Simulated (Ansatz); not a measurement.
# CdTe: response to strain

Start from CdTe in the zinc blende structure (space group F-43m, No. 216).

```yaml
crystal:
  lattice:
    - [0.00000, 3.27889, 3.27889]
    - [3.27889, 0.00000, 3.27889]
    - [3.27889, 3.27889, 0.00000]
  atoms:
    - { symbol: Cd, position: [0.00000, 0.00000, 0.00000] }
    - { symbol: Te, position: [0.25000, 0.25000, 0.25000] }
```

Cartesian axes are those of the cell as printed.

Strains are applied to the cell and any free atomic positions relax; under biaxial strain the out-of-plane vector relaxes too.

Method: r2SCAN (Ansatz, a quantum-chemistry and plane-wave program; PAW; 500 eV plane waves; spin-orbit coupling left out).

| biaxial strain, plane normal [001], relaxed out of plane (%) | band gap (eV) |
|---|---|
| 0 | 1.17 |
| 0.5 | 1.13 |
| 1 | 1.09 |
| 1.5 | 1.06 |
| 2 | ? |
| 2.5 | 1.00 |
| 3 | 0.96 |

Q: Fit E_g = E₀ + Dε (ε in %) to the rows shown and predict the withheld row.

A: Least squares on the printed values gives E₀ = 1.16 eV, D = -68.0 meV per % of strain (largest residual 0.01 eV); this predicts 1.03 eV, and the run gives 1.03 eV, in agreement.

With Te present, leaving out spin-orbit coupling can change the band edges. No phonon test of stability was made.
